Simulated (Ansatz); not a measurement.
The starting structures come from a database of crystals and need not be the phases stable at ambient conditions.

Given:

```xyz
20
Lattice="5.4679 0.0000 0.0000 0.0000 8.0097 0.0000 0.0000 4.0049 6.2415" Properties=species:S:1:pos:R:3 pbc="T T T"
Mg     4.1009     1.5708     1.1529
Mg     1.3670    10.4438     5.0886
Mg     1.3670     5.5756     5.0886
Mg     4.1009     6.4389     1.1529
Bi     4.1009     8.0097     5.0929
Bi     1.3670     4.0049     1.1486
As     4.1009     4.0049     3.7710
As     1.3670     8.0097     2.4705
O      5.4290     8.0097     1.4630
O      0.0389     4.0049     4.7785
O      2.6951     4.0049     4.7785
O      2.7728     8.0097     1.4630
O      4.1009     2.5859     2.8426
O      1.3670     9.4286     3.3989
O      1.3670     6.5908     3.3989
O      4.1009     5.4238     2.8426
O      0.0000     5.3687     0.0000
O      0.0000     2.6410     0.0000
O      2.7340     2.6410     0.0000
O      2.7340     5.3687     0.0000
```

Space group of this cell: Cmcm. The cell is taken as given; by r2SCAN its mean pressure is -6.1 GPa.

Transport runs along the normal of the first two printed cell vectors.

The gap is the functional's own. No spin-orbit coupling. Mid-gap values are interpolated on the energy grid.

### Question
Give the band gap and the smallest decay constant κ at mid-gap that r2SCAN in Ansatz (a first-principles code) yields.

### Answer
Gap 3.91 eV on a 6×6×6 mesh; κ = 0.470 1/Å, at (0.000, 0.500) of the in-plane reciprocal vectors. At the zone centre, at the nearest computed energy, the slowest state has κ = 0.53 1/Å.
